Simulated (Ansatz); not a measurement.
The parent structure is CdS in the wurtzite structure (space group P6_3mc, No. 186; a = 4.1962 Å, c = 6.8295 Å). Axes: x lies along a and z along c of the hexagonal cell.

Modification: biaxial strain −4.11 %, plane normal [001], relaxed out of plane (Cartesian); in-plane vectors clamped, the third vector and the atoms free.

Levels (all Ansatz, a program for electronic structure, PAW): PBE (420 eV, no SOC); HSE06 (420 eV, no spin-orbit coupling).

The geometry is relaxed with PBE.

```
Quantity        Value
------------  -------
PBE band gap  1.00 eV
```

**Question.** What does HSE06 give at this geometry for the band gap?

**Answer.** The band gap rises by 1.01 eV, from 1.00 eV to 2.01 eV.

Single points use the geometry relaxed with PBE. Whether these cells are dynamically stable was not tested.
